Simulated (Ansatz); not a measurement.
We consider ZnCdO₂ (P3m1, No. 156, 4 atoms in the cell; start mp-1215505), described by r²SCAN (Ansatz, a quantum-chemistry and plane-wave program, PAW).

Numerical settings: plane-wave cutoff 560 eV, 18×18×10 k mesh (along the axes of the cell as run), Fermi–Dirac smearing 0.05 eV, scalar-relativistic PAW data made under PBE.

Cell (relaxed at this level):

```yaml
crystal:
  lattice:
    - [3.38040, 0.00000, 0.00000]
    - [-1.69020, 2.92751, 0.00000]
    - [0.00000, 0.00000, 5.62319]
  atoms:
    - { symbol: Zn, position: [0.00000, 0.00000, 0.99644] }
    - { symbol: Cd, position: [0.66667, 0.33333, 0.48919] }
    - { symbol: O, position: [0.66667, 0.33333, 0.09822] }
    - { symbol: O, position: [0.00000, 0.00000, 0.65215] }
```

Question: Estimate the band gap and bulk modulus that the calculation returns.

Answer: 
- band gap: 0.43 eV (on the SCF k mesh)
- bulk modulus: 118 GPa

Note: the relaxation could not lower the start's symmetry, so the cell can be a saddle point above a distorted one; the bulk modulus is −V dP/dV from two relaxed cells at ±2 % in volume.

Spin–orbit coupling is not included.

Computed values are for the static lattice.

The result took around 15 core-minutes (rough).

A start named mp-… is a Materials Project structure, which need not be a measured phase.
